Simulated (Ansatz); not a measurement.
System: TePt (model structure, within 0.1 Å of Pm-3m, No. 221, 2 atoms in the cell). Method: PBEsol (PAW; Ansatz, a first-principles code).

Run with plane-wave cutoff 520 eV, 18×18×14 k mesh (along the axes of the cell as run), Fermi–Dirac smearing 0.05 eV, scalar-relativistic PAW data made under PBE.

Cell (relaxed at this level):

```cif
data_PtTe
_chemical_formula_sum 'Pt1 Te1'
_space_group_name_H-M_alt 'P4/mmm'
_space_group_IT_number 123
_space_group_name_Hall '-P 4 2'
_cell_length_a 3.40181
_cell_length_b 3.40181
_cell_length_c 3.37248
_cell_angle_alpha 90.000
_cell_angle_beta 90.000
_cell_angle_gamma 90.000
loop_
_atom_site_label
_atom_site_type_symbol
_atom_site_symmetry_multiplicity
_atom_site_Wyckoff_symbol
_atom_site_fract_x
_atom_site_fract_y
_atom_site_fract_z
_atom_site_occupancy
Pt1 Pt 1 a 0.00000 0.00000 0.00000 1
Te1 Te 1 d 0.50000 0.50000 0.50000 1
```

Question: What does this level give for the bulk modulus B0?

Answer: 
* **bulk modulus B0**: 149 GPa

The run finds no gap.

Note: the bulk modulus is −V dP/dV from two relaxed cells at ±2 % in volume.

Spin–orbit coupling is not included; it can open a gap where bands touch, and shift volumes and moduli.

The computed numbers hold no vibrational or temperature effects.

The result took around 2.7 core-minutes (rough).

A model structure was made by putting elements into a prototype or built by hand; it is no filed structure, need not be a known phase, and can be a saddle point held by its symmetry.
